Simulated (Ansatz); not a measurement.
Cubic perovskite CsSnI3 (cubic high-temperature phase), treated with r²SCAN0 in Ansatz (PAW).

Numerical settings: plane-wave cutoff 520 eV, 4×4×4 k mesh, Fermi–Dirac smearing 0.01 eV, scalar-relativistic PAW data made under PBE.

Cell (measured lattice):

```cif
data_CsI3Sn
_chemical_formula_sum 'Cs1 Sn1 I3'
_space_group_name_H-M_alt 'P 1'
_space_group_IT_number 1
_cell_length_a 6.21900
_cell_length_b 6.21900
_cell_length_c 6.21900
_cell_angle_alpha 90.000
_cell_angle_beta 90.000
_cell_angle_gamma 90.000
loop_
_space_group_symop_operation_xyz
  'x, y, z'
loop_
_atom_site_label
_atom_site_type_symbol
_atom_site_fract_x
_atom_site_fract_y
_atom_site_fract_z
_atom_site_occupancy
Cs1 Cs 0.00000 0.00000 0.00000 1
Sn1 Sn 0.50000 0.50000 0.50000 1
I1 I 0.50000 0.00000 0.50000 1
I2 I 0.00000 0.50000 0.50000 1
I3 I 0.50000 0.50000 0.00000 1
```

Task: Estimate the band gap and Γ–Γ gap that the calculation returns.

Result: 
- band gap = 1.33 eV (on the SCF k mesh)
- Γ–Γ gap = 6.35 eV

Note: held by symmetry at 0 K, a high-temperature phase can be a saddle point; cell and atoms aren't relaxed at this level.

Spin–orbit coupling is not included; with these elements it can move the gap by several tenths of an eV or more.

Computed values are for the static lattice.

Cost on a shared machine: roughly 6 core-minutes.

Ansatz is a program for electronic structure.
